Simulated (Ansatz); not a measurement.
Input:

End structure of Ni on the 1x1 (110) surface of bcc Ta, one in a 2x2 cell, started at the site 'bridge Ta-Ta (span 3.3 Å)':

```yaml
crystal:
  lattice:
    - [5.74873, 0.00000, 0.00000]
    - [-1.91624, 5.41995, 0.00000]
    - [0.00000, 0.00000, 26.50000]
  atoms:
    - { symbol: Ta, position: [0.25000, 0.25000, 0.37115] }
    - { symbol: Ta, position: [0.25000, 0.75000, 0.37115] }
    - { symbol: Ta, position: [0.75000, 0.25000, 0.37115] }
    - { symbol: Ta, position: [0.75000, 0.75000, 0.37115] }
    - { symbol: Ta, position: [0.00000, 0.00000, 0.45545] }
    - { symbol: Ta, position: [0.00000, 0.50000, 0.45545] }
    - { symbol: Ta, position: [0.50000, 0.00000, 0.45545] }
    - { symbol: Ta, position: [0.50000, 0.50000, 0.45545] }
    - { symbol: Ta, position: [0.25000, 0.25000, 0.54476] }
    - { symbol: Ta, position: [0.25000, 0.75000, 0.54521] }
    - { symbol: Ta, position: [0.75000, 0.25000, 0.54521] }
    - { symbol: Ta, position: [0.75000, 0.75000, 0.54221] }
    - { symbol: Ta, position: [0.98525, 0.98525, 0.62953] }
    - { symbol: Ta, position: [0.01116, 0.48884, 0.63176] }
    - { symbol: Ta, position: [0.48884, 0.01116, 0.63176] }
    - { symbol: Ta, position: [0.51475, 0.51475, 0.62953] }
    - { symbol: Ni, position: [0.25000, 0.25000, 0.69478] }
```

Set-up: 17 atoms, 6.8 Å thick at the start under the adsorbate (thin: gaps and levels are the slab's own); mesh 5x5x1; 0.1 eV smearing; dipole correction on; 8 atoms held, the rest relaxed; held to the start's symmetry, so lower structures may exist; spin-polarised, no spin-orbit, no U, no dispersion correction. The starting moment vanished. At the end it is bonded to 4 Ta. In PBE it is, or lies within 0.03 eV of, the lowest of the starts that converged.

A negative adsorption energy means that the adsorbate is more stable on the surface than in its reference.

Predict the change of the work function from Ansatz (an electronic-structure program) with PBE.

-0.50 eV

What adsorption energy against an atom of fcc Ni, ferromagnetic does PBE give?

-0.31 eV

What change of the step from the bottom to the top vacuum level, against the clean slab does PBE give?

-0.46 eV

What work function of the top face does PBE give?

4.27 eV
